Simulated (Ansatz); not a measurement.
Be5Au (F-43m, No. 216), relaxed in Ansatz (plane waves) with several semilocal functionals. Each gives its own volume and its own bulk modulus:

| level | V0 (Å³/atom) | bulk modulus (GPa) | ln V0 | ln B0 |
|---|---|---|---|---|
| PBEsol-D3(BJ) | 8.965 | 157.4 | 2.1933 | 5.0588 |
| LDA | 9.045 | 155.5 | 2.2022 | 5.0466 |
| PBEsol | 9.328 | 146.0 | 2.2330 | 4.9836 |
| r²SCAN+rVV10 | 9.404 | 146.2 | 2.2411 | 4.9850 |
| rVV10 | 9.566 | 139.2 | 2.2582 | 4.9359 |
| BLYP | 9.722 | 131.3 | 2.2744 | 4.8775 |

**Question.** Fit a straight line to ln B0 against ln V0. What does it predict for r²SCAN-D4, whose volume is 9.373 Å³/atom?

**Answer.** With x = ln V0 and y = ln B0: means 2.23370 and 4.98123; Σ(Δx Δy) = -0.01050, Σ(Δx²) = 0.004936, so the slope is -2.13. At x = 2.2378 the line gives y = 4.98123 + (-2.13) × (2.2378 − 2.23370) = 4.9725, or 144.4 GPa. The run with r²SCAN-D4 gives 147.0 GPa, +1.8 % from the line. The rows used scatter about it by up to 2.0 %, while the largest value lies 20 % above the smallest.

Ansatz's density-functional and Hartree–Fock values are scalar-relativistic unless marked +SOC, with PAW data made under PBE.

Ansatz is an electronic-structure program.
